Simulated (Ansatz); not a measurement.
Take Cu in the fcc (Cu type) structure (space group Fm-3m, No. 225; a = 3.630 Å; relaxed with 0.1 eV smearing) as the base.

Calculations: Ansatz (a quantum-chemistry and plane-wave program) PBE, without spin-orbit coupling.

Before the change:

* **Pressure**: 0.0 GPa

It is then changed as follows: an isotropic linear strain of +2.50 %, atoms relaxed at fixed cell.

**Question.** What does the calculation give for the energy relative to the base after the change?

**Answer.** The energy increases by 27 meV/atom.

**Question.** Estimate the effect on the pressure.

**Answer.** The pressure goes from zero to -8.7 GPa.

Whether these cells are dynamically stable was not tested. The final runs are not spin-polarised.
